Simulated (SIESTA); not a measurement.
Input and output of a self-consistent single point for SnSe2 (P-3m1, 3 atoms in the cell) (SIESTA).

Level of theory: GGA PBE with spin-orbit coupling, numerical atomic orbitals DZP, PseudoDojo PBE fully relativistic norm-conserving potentials (rewritten from UPF to PSML) run with SIESTA 5.4.2.

```yaml
crystal:
  lattice:
    - [3.82576, 0.00000, 0.00000]
    - [-1.91288, 3.31321, 0.00000]
    - [0.00000, 0.00000, 6.45864]
  atoms:
    - { symbol: Sn, position: [0.00000, 0.00000, 0.00000] }
    - { symbol: Se, position: [0.66667, 0.33333, 0.75710] }
    - { symbol: Se, position: [0.33333, 0.66667, 0.24290] }
```

Reference input (self-consistent single point, DFT, GGA PBE, numerical atomic orbitals DZP, PseudoDojo PBE standard norm-conserving potentials (rewritten from UPF to PSML)): XC.functional = GGA; XC.authors = PBE; potentials = PseudoDojo PBE standard; PAO.BasisSize = DZP; PAO.EnergyShift = 0.01 Ry; MeshCutoff = 350 Ry; kgrid.MonkhorstPack = 7 7 4; OccupationFunction = FD; ElectronicTemperature = 10 K; MaxSCFIterations = 150; SCF.Mixer.Method = Broyden; SCF.Mixer.Weight = 0.1. This run's input differs from it in these lines:

```diff
@@ -1,2 +1,2 @@
-# files in the folder: Sn.psml Se.psml (PseudoDojo PBE standard)
+# files in the folder: Sn.psml Se.psml (PseudoDojo PBE fully relativistic)
 SystemName  SnSe2
@@ -35,2 +35,8 @@
 ElectronicTemperature        10 K
+Spin                         spin-orbit
+%block DM.InitSpin
+  1 0.00 0.00 0.00
+  2 0.00 0.00 0.00
+  3 0.00 0.00 0.00
+%endblock DM.InitSpin
```

Log, with long lists cut:

```
        iscf     Eharris(eV)        E_KS(eV)     FreeEng(eV)     dDmax    Ef(eV) dHmax(eV)
   scf:    1    -8735.673523    -8736.983899    -8736.983899  0.563376 -3.520868  6.730508
     spin moment: {S} , |S| = {   -0.00000   -0.00000    0.00000 }     0.00000
   scf:    2    -8737.983474    -8737.520404    -8737.520404  0.037144 -3.609948  5.010551
     spin moment: {S} , |S| = {   -0.00000    0.00000    0.00000 }     0.00000
   scf:    3    -8738.127719    -8738.008920    -8738.008920  0.094861 -3.908335  0.951392
     spin moment: {S} , |S| = {    0.00000    0.00000   -0.00000 }     0.00000
   [... lines left out ...]
     spin moment: {S} , |S| = {    0.00000   -0.00000   -0.00000 }     0.00000
   scf:    8    -8738.035035    -8738.035039    -8738.035039  0.000046 -4.522581  0.005346
     spin moment: {S} , |S| = {   -0.00000    0.00000   -0.00000 }     0.00000
   scf:    9    -8738.035036    -8738.035041    -8738.035041  0.000040 -4.522154  0.003939
     spin moment: {S} , |S| = {    0.00000   -0.00000    0.00000 }     0.00000
   scf:   10    -8738.035029    -8738.035043    -8738.035043  0.000057 -4.520233  0.000572
     spin moment: {S} , |S| = {    0.00000   -0.00000    0.00000 }     0.00000
SCF Convergence by DM+H criterion
max |DM_out - DM_in|         :     0.0000567129
max |H_out - H_in|      (eV) :     0.0005718404
SCF cycle converged after 10 iterations

Using DM_out to compute the final energy and forces

siesta: E_KS(eV) =            -8738.0350

siesta: E_KS - E_eggbox =     -8738.0350

siesta: Atomic forces (eV/Ang):
     1   -0.000000   -0.000000    0.000000
     2   -0.000109    0.000063   -1.059932
     3    0.000109   -0.000063    1.059932
   Tot   -0.000000    0.000000    0.000000
   Max    1.059932
   Res    0.499657    sqrt( Sum f_i^2 / 3N )
   Max    1.059932    constrained

Stress tensor Voigt[x,y,z,yz,xz,xy] (kbar):      -53.74      -53.22      -47.75        0.00       -0.01        0.45
(Free)E + p*V (eV/cell)    -8735.4000
Target enthalpy (eV/cell)    -8738.0350

   [... lines left out ...]
siesta: FreeEng =     -8738.035043
siesta: Cell volume =         81.866838 Ang**3
siesta:          51.56897360         74.53397385  kBar
   [... lines left out ...]

Mulliken Atomic Populations:
Atom #   charge [q] valence [e]           S      Sx [e]      Sy [e]      Sz [e]  Species
     1    -0.522735   14.522735    0.000000   -0.000000   -0.000000   -0.000000  Sn
     2     0.261367   15.738633    0.000000    0.000000   -0.000000    0.000000  Se
     3     0.261367   15.738633    0.000000    0.000000    0.000000    0.000000  Se
 Total    -0.000000                0.000000    0.000000   -0.000000   -0.000000
```

The run converged in 10 iterations. Against the reference run the pressure hardly changes (5.10 to 5.16 GPa), the largest force moves little (1.050 to 1.060 eV/Å) and the gap on the mesh goes from 0.893 to 0.843 eV.

The starting cell comes from a database of computed structures (which also holds hypothetical and non-ambient phases and stackings), without a prior relaxation at this level. Its lattice was rescaled by a random factor within 2.5 % of one. Values carry the incompleteness of an atom-centred basis. With a pressure of about 5 GPa the cell is away from its equilibrium volume at this level. Forces in this geometry exceed 1 eV/Å.

Cost on one core of a shared machine: roughly 60 s.
